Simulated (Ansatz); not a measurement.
Start from WC (space group P-6m2, No. 187; a = 2.8843 Å, c = 2.8115 Å; relaxed with 0.1 eV smearing). Axes: x lies along a and z along c of the hexagonal cell.

The values are results of LDA (Ansatz, a program for electronic structure, PAW, no SOC), not measurements.

Before the change:

| Property | Result |
|---|---|
| Pressure | 0.0 GPa |

Perturbation: uniaxial strain ε_xx = +1.00 %, all other strain components held at zero, atoms relaxed at fixed cell.

Question: How does this affect the energy relative to the base and pressure?

Answer: The energy rises by 2.3 meV/atom; the pressure (mean of the normal stresses, compression positive) goes from zero to -3.9 GPa.

No phonon test of stability was made. The final runs are not spin-polarised.
